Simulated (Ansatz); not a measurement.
Input:

```yaml
crystal:
  lattice:
    - [3.13015, 0.00000, 0.00000]
    - [0.00000, 3.20876, 0.00000]
    - [0.00000, 0.00000, 3.20876]
  atoms:
    - { symbol: Hf, position: [0.00000, 0.00000, 0.00000] }
    - { symbol: Ru, position: [0.50000, 0.50000, 0.50000] }
```

A single point on HfRu with a change (uniaxial strain ε_xx = −2.45 %), its geometry relaxed with PBEsol.

Calculations: Ansatz (an electronic-structure program), PBEsol, PAW, cutoff 420 eV, noncollinear with spin-orbit coupling. Settings: 18×18×18 k-points, 0.1 eV Fermi–Dirac smearing.

Q: Predict the band gap and pressure.

A: The band gap is zero and the pressure is 5.3 GPa.

Single points use the geometry relaxed with PBEsol. No phonon test of stability was made. The cell was made from HfRu in the CsCl type structure (space group Pm-3m, No. 221) by this change: uniaxial strain ε_xx = −2.45 %.
